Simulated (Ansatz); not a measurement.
Data:

End structure of C on the 1x1 (110) surface of bcc W, one in a 3x3 cell, started at the site 'hollow W-W-W':

```yaml
crystal:
  lattice:
    - [8.27303, 0.00000, 0.00000]
    - [-2.75768, 7.79988, 0.00000]
    - [0.00000, 0.00000, 26.00000]
  atoms:
    - { symbol: W, position: [0.16667, 0.16667, 0.37289] }
    - { symbol: W, position: [0.16667, 0.50000, 0.37289] }
    - { symbol: W, position: [0.16667, 0.83333, 0.37289] }
    - { symbol: W, position: [0.50000, 0.16667, 0.37289] }
    - { symbol: W, position: [0.50000, 0.50000, 0.37289] }
    - { symbol: W, position: [0.50000, 0.83333, 0.37289] }
    - { symbol: W, position: [0.83333, 0.16667, 0.37289] }
    - { symbol: W, position: [0.83333, 0.50000, 0.37289] }
    - { symbol: W, position: [0.83333, 0.83333, 0.37289] }
    - { symbol: W, position: [0.00000, 0.00000, 0.45653] }
    - { symbol: W, position: [0.00000, 0.33333, 0.45653] }
    - { symbol: W, position: [0.00000, 0.66667, 0.45653] }
    - { symbol: W, position: [0.33333, 0.00000, 0.45653] }
    - { symbol: W, position: [0.33333, 0.33333, 0.45653] }
    - { symbol: W, position: [0.33333, 0.66667, 0.45653] }
    - { symbol: W, position: [0.66667, 0.00000, 0.45653] }
    - { symbol: W, position: [0.66667, 0.33333, 0.45653] }
    - { symbol: W, position: [0.66667, 0.66667, 0.45653] }
    - { symbol: W, position: [0.16661, 0.16672, 0.54272] }
    - { symbol: W, position: [0.16851, 0.49946, 0.54411] }
    - { symbol: W, position: [0.16473, 0.83391, 0.54408] }
    - { symbol: W, position: [0.49942, 0.16860, 0.54408] }
    - { symbol: W, position: [0.50389, 0.50399, 0.54197] }
    - { symbol: W, position: [0.49757, 0.83576, 0.54382] }
    - { symbol: W, position: [0.83387, 0.16482, 0.54411] }
    - { symbol: W, position: [0.83566, 0.49767, 0.54379] }
    - { symbol: W, position: [0.82935, 0.82944, 0.54197] }
    - { symbol: W, position: [0.98548, 0.98559, 0.62800] }
    - { symbol: W, position: [0.00816, 0.32517, 0.63042] }
    - { symbol: W, position: [0.00036, 0.66016, 0.62730] }
    - { symbol: W, position: [0.32504, 0.00830, 0.63047] }
    - { symbol: W, position: [0.34775, 0.34786, 0.62800] }
    - { symbol: W, position: [0.33287, 0.67323, 0.62730] }
    - { symbol: W, position: [0.66011, 0.00047, 0.62730] }
    - { symbol: W, position: [0.67317, 0.33297, 0.62730] }
    - { symbol: W, position: [0.66669, 0.66664, 0.62577] }
    - { symbol: C, position: [0.16689, 0.16644, 0.66713] }
```

Slab: 37 atoms, 6.6 Å thick at the start under the adsorbate (thin: gaps and levels are the slab's own); k 4x4x1, smearing 0.1 eV, dipole-corrected; 18 atoms held, the rest relaxed; start symmetry kept, larger cells not searched; no spin, no spin-orbit, no U, no dispersion correction. At the end it is bonded to 4 W. In PBE it is, or lies within 0.03 eV of, the lowest of the starts that converged.

A negative adsorption energy means that the adsorbate is more stable on the surface than in its reference.

Question: Give the change of the step from the bottom to the top vacuum level, against the clean slab at the level PBE run with Ansatz (a program for electronic structure).

Answer: 0.13 eV

Question: Predict the work function of the top face from PBE.

Answer: 4.93 eV

Question: Give the adsorption energy against an atom of graphite at the level PBE.

Answer: -0.16 eV

Question: What is the computed change of the work function (PBE)?

Answer: 0.11 eV
